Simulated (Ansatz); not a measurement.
## HgS, response to strain

The reference is HgS in the rock salt structure (space group Fm-3m, No. 225; a model cell, its experimental status unchecked; relaxed with 0.1 eV smearing).

```xyz
2
Lattice="0.0000 2.7268 2.7268 2.7268 0.0000 2.7268 2.7268 2.7268 0.0000" Properties=species:S:1:pos:R:3 pbc="T T T"
S      0.0000     0.0000     0.0000
Hg     2.7268     2.7268     2.7268
```

Cartesian axes are those of the cell as printed.

Strains are applied to the cell and any free atomic positions relax; under biaxial strain the out-of-plane vector relaxes too.

Computed with PBEsol/PAW in Ansatz (a first-principles code), without spin-orbit coupling.

Notes on the quantities. energy relative to the base: free energy F; pressure: mean of the normal stresses, compression positive.

| case | energy relative to the base | pressure | space group | shortest interatomic distance |
|---|---|---|---|---|
| base | 0 meV/atom | 0.0 GPa | Fm-3m (No. 225) | 2.727 Å |
| biaxial strain −2.83 %, plane normal [001], relaxed out of plane | +9.3 meV/atom | 1.9 GPa | I4/mmm (No. 139) | 2.650 Å |
| biaxial strain +1.74 %, plane normal [001], relaxed out of plane | +3.4 meV/atom | -1.0 GPa | I4/mmm (No. 139) | 2.675 Å |
| biaxial strain +0.17 %, plane normal [110], relaxed out of plane | 0.0 meV/atom | -0.1 GPa | Immm (No. 71) | 2.726 Å |
| tensor shear ε_yz = −3.68 % | +8.4 meV/atom | 0.0 GPa | Immm (No. 71) | 2.727 Å |
| tensor shear ε_xy = −2.19 % | +3.0 meV/atom | 0.0 GPa | Immm (No. 71) | 2.727 Å |

A biaxial case was relaxed in a doubled cell and then solved in the primitive one. Stability against distortions was not tested. All final runs are without spin polarisation. This is not the structure that HgS has at room temperature and ambient pressure.
